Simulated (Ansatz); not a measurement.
**In3SbTe2: Sb → Tl**

Take In$_{3}$SbTe$_{2}$ (space group Immm, No. 71; a = 4.406 Å, b = 6.210 Å, c = 13.246 Å; a cell from a computed database, its experimental status unchecked) as the base.

Modification: Tl takes the place of Sb on all its sites, then cell and atoms are relaxed.

Method: Ansatz (an electronic-structure program) PBE, scalar-relativistic without spin-orbit coupling. Γ-centred 13×13×13 mesh, Fermi–Dirac width 0.05 eV.

```json
{
 "volume_per_atom": "32.53 Å³ (base 30.20 Å³)",
 "density": "6.84 g/cm³ (base 6.61 g/cm³)",
 "space_group": "Immm (No. 71) (base Immm (No. 71))",
 "shortest_interatomic_distance": "3.035 Å (base 3.050 Å)",
 "band_gap": "zero (base zero)"
}
```

Final structure:

```
CELL_PARAMETERS angstrom
     -2.19283     3.24561     6.85661
      2.19283    -3.24561     6.85661
      2.19283     3.24561    -6.85661
ATOMIC_POSITIONS crystal
  In 0.00000 0.00000 0.00000
  In 0.67465 0.67465 0.00000
  In 0.32535 0.32535 0.00000
  Tl 0.50000 0.00000 0.50000
  Te 0.17235 0.67235 0.50000
  Te 0.82765 0.32765 0.50000
```

Cost of the whole job for the changed cell (relaxation, final SCF and bands): around 25 core-minutes (rough).

Whether these cells are dynamically stable was not tested. As relaxed here, TlIn3Te2 is a hypothetical phase, not in the database extracts checked. The final runs are not spin-polarised.
